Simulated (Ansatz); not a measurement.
**Pressure series in CdTe**

Consider CdTe (space group P3_121, No. 152; a cell from a computed database, its experimental status unchecked).

Space group P3₁21 (No. 152); a = b = 4.5238 Å, c = 10.2615 Å, α = β = 90.00°, γ = 120.00°

| atom | site | symmetry | x | y | z |
|---|---|---|---|---|---|
| Cd | 3a | .2. | 0.5053 | 0.5053 | 0.0000 |
| Te | 3b | .2. | 0.5027 | 0.5027 | 0.5000 |

Cell and atoms are relaxed at each pressure.

Method: Ansatz (a first-principles code) PBEsol, no SOC.

Notes on the quantities. enthalpy: H = E + PV relative to the base's energy.

```
variant           shortest interatomic distance       enthalpy
----------------  -----------------------------  -------------
base                                    2.831 Å              –
pressure 3 GPa                          2.952 Å  +0.53 eV/atom
pressure 5 GPa                          2.926 Å  +0.85 eV/atom
pressure 7.5 GPa                        2.897 Å  +1.24 eV/atom
```

The mesh was chosen for an insulator and is coarse for the gapless case. Load acts through the strain it causes; cell and atoms are relaxed under it. Stability against distortions was not tested. No other phases were tried under pressure. All final runs are without spin polarisation. Along this pressure series the structure jumps between pressure 1.5 GPa and pressure 3 GPa; cells beyond that are another form of it. This is not the structure that CdTe has at room temperature and ambient pressure.
